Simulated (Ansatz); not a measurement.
A computed series for GaP: pressure series

The parent structure is GaP in the zinc blende structure (space group F-43m, No. 216).

```cif
data_GaP
_chemical_formula_sum 'P1 Ga1'
_space_group_name_H-M_alt 'P 1'
_space_group_IT_number 1
_cell_length_a 3.89335
_cell_length_b 3.89335
_cell_length_c 3.89335
_cell_angle_alpha 60.000
_cell_angle_beta 60.000
_cell_angle_gamma 60.000
loop_
_space_group_symop_operation_xyz
  'x, y, z'
loop_
_atom_site_label
_atom_site_type_symbol
_atom_site_fract_x
_atom_site_fract_y
_atom_site_fract_z
_atom_site_occupancy
P1 P 0.75000 0.75000 0.75000 1
Ga1 Ga 0.00000 0.00000 0.00000 1
```

Cell and atoms are relaxed at each pressure.

Level of theory: PBE (Ansatz, an electronic-structure program), no spin-orbit coupling.

Notes on the quantities. hole mass: degenerate bands, along [100].

| change | electron mass | band gap | gap character | hole mass | density |
|---|---|---|---|---|---|
| base | 0.10 mₑ (at Γ) | 1.58 eV | direct at Γ | 0.098, 0.40, 0.40 mₑ (at Γ) | 4.01 g/cm³ |
| pressure −2 GPa | 0.088 mₑ (at Γ) | 1.36 eV | direct at Γ | 0.086, 0.41, 0.41 mₑ (at Γ) | 3.90 g/cm³ |
| pressure −1 GPa | 0.095 mₑ (at Γ) | 1.47 eV | direct at Γ | 0.092, 0.40, 0.40 mₑ (at Γ) | 3.95 g/cm³ |
| pressure 0.3 GPa | 1.8 mₑ along k, 0.13 mₑ across (at L) | 1.59 eV | – | 0.099, 0.39, 0.39 mₑ (at Γ) | 4.02 g/cm³ |
| pressure 0.7 GPa | 1.8 mₑ along k, 0.13 mₑ across (at L) | 1.61 eV | indirect, Γ → L | 0.10, 0.39, 0.39 mₑ (at Γ) | 4.04 g/cm³ |
| pressure 1.5 GPa | 1.1 mₑ along k, 0.23 mₑ across (off the special points) | 1.61 eV | indirect, Γ → Γ–X (87 % along) | 0.11, 0.39, 0.39 mₑ (at Γ) | 4.08 g/cm³ |
| pressure 3 GPa | 1.1 mₑ along k, 0.23 mₑ across (off the special points) | 1.58 eV | indirect, Γ → Γ–X (87 % along) | 0.11, 0.38, 0.38 mₑ (at Γ) | 4.15 g/cm³ |
| pressure 5 GPa | 1.1 mₑ along k, 0.23 mₑ across (off the special points) | 1.54 eV | indirect, Γ → Γ–X (87 % along) | 0.12, 0.37, 0.37 mₑ (at Γ) | 4.24 g/cm³ |
| pressure 7.5 GPa | 1.2 mₑ along k, 0.23 mₑ across (off the special points) | 1.50 eV | indirect, Γ → Γ–X (87 % along) | 0.13, 0.36, 0.36 mₑ (at Γ) | 4.35 g/cm³ |
| pressure 10 GPa | 1.2 mₑ along k, 0.22 mₑ across (off the special points) | 1.45 eV | indirect, Γ → Γ–X (87 % along) | 0.14, 0.35, 0.35 mₑ (at Γ) | 4.44 g/cm³ |

Load acts through the strain it causes; cell and atoms are relaxed under it. Effective masses come from finite differences of ±0.01 Å⁻¹. Along k means along the line from Γ to the band edge. Stability against distortions was not tested. Tetrahedral semiconductors of this kind turn to denser phases somewhere between about 1 and 50 GPa; those were not computed, so compressed cells here can lie past the real transition. The real GaP has an indirect gap at ambient pressure; PBE orders its close-lying valleys differently.
